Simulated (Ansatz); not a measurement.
## GaAs under a change: As → Ge

Take GaAs in the zinc blende structure (space group F-43m, No. 216; a = 5.667 Å) as the base.

Now apply this change: every As is replaced by Ge; the structure is relaxed again.

The values are results of Ansatz (a program for electronic structure), r2SCAN, PAW, cutoff 500 eV, no SOC, not measurements. k-mesh 14×14×14 (Γ-centred); smearing 0.05 eV (Fermi–Dirac), for the changed cell.

```yaml
volume_per_atom: 23.28 Å³ (base 22.75 Å³)
density: 5.08 g/cm³ (base 5.28 g/cm³)
lattice_parameter_a: 5.711 Å (base 5.667 Å)
space_group: F-43m (No. 216) (base F-43m (No. 216))
shortest_interatomic_distance: 2.473 Å (base 2.454 Å)
band_gap: zero (base 0.96 eV)
```

Stability against distortions was not tested. For GaGe in this form, whether it has been made was not checked. All final runs are without spin polarisation. An odd electron count without spin: GaGe.
